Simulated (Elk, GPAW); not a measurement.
A GPAW input for a self-consistent single point of ZnO (P6_3mc, 4 atoms in the cell) (DFT PBE, plane waves, GPAW PAW datasets PBE (gpaw-data 1.0.1)):

```python
from ase import Atoms
from ase.units import GPa
from gpaw import GPAW

atoms = Atoms(['Zn', 'Zn', 'O', 'O'],
              cell=[[3.237350, 0.000000, 0.000000],
                    [-1.618675, 2.803627, 0.000000],
                    [0.000000, 0.000000, 5.222060]],
              scaled_positions=[[0.666667, 0.333333, 0.500590],
                                [0.333333, 0.666667, 0.000590],
                                [0.666667, 0.333333, 0.879720],
                                [0.333333, 0.666667, 0.379720]],
              pbc=True)

calc = GPAW(mode={'name': 'pw', 'ecut': 900},
            xc='PBE',
            kpts={'size': (6, 6, 4), 'gamma': True},
            occupations={'name': 'fermi-dirac', 'width': 0.01},
            nbands=-4,
            convergence={'bands': -2},
            symmetry={'symmorphic': False, 'tolerance': 0.0005},
            maxiter=120,
            txt='-')

atoms.calc = calc

energy = atoms.get_potential_energy()
print('Energy (eV):', round(energy, 6))
forces = atoms.get_forces()
print('Forces (eV/Ang):')
print(forces.round(5))
stress = atoms.get_stress()
print('Stress (GPa, Voigt):', (stress / GPa).round(4))
```

**Question.** Write the same calculation as an input for Elk.

**Answer.** One input that does it (others would too):

```
tasks
  0

xctype
  20

rgkmax
  7.5

gmaxvr
  16.0

nxoapwlo
  1

stype
  3

swidth
  0.000367493

avec
    6.1177044976    0.0000000863    0.0000000000
   -3.0588523235    5.2980874646    0.0000000000
    0.0000000000    0.0000000000    9.8682632064

sppath
  'species/'

atoms
  2   : nspecies
  'Zn.in'   : spfname
  2   : natoms; atposl, bfcmt below
  0.6666666667  0.3333333333  0.5005900000    0.0 0.0 0.0
  0.3333333333  0.6666666667  0.0005900000    0.0 0.0 0.0
  'O.in'   : spfname
  2   : natoms; atposl, bfcmt below
  0.6666666667  0.3333333333  0.8797200000    0.0 0.0 0.0
  0.3333333333  0.6666666667  0.3797200000    0.0 0.0 0.0

ngridk
  6 6 4
```

Basis, cutoffs, solver keys and any potentials are the target program's own. This input uses DFT, PBE, all-electron FP-LAPW, Elk's shipped species files, LAPW+lo basis. Both were run: gap on the mesh 0.791 eV in GPAW and 0.804 in Elk.

On GPAW: the starting cell comes from a database of computed structures (which also holds hypothetical and non-ambient phases and stackings), without a prior relaxation at this level.

On Elk: the starting cell comes from a database of computed structures (which also holds hypothetical and non-ambient phases and stackings), without a prior relaxation at this level. Values depend on the basis (sphere radii, cutoffs, local orbitals), which need not be converged.
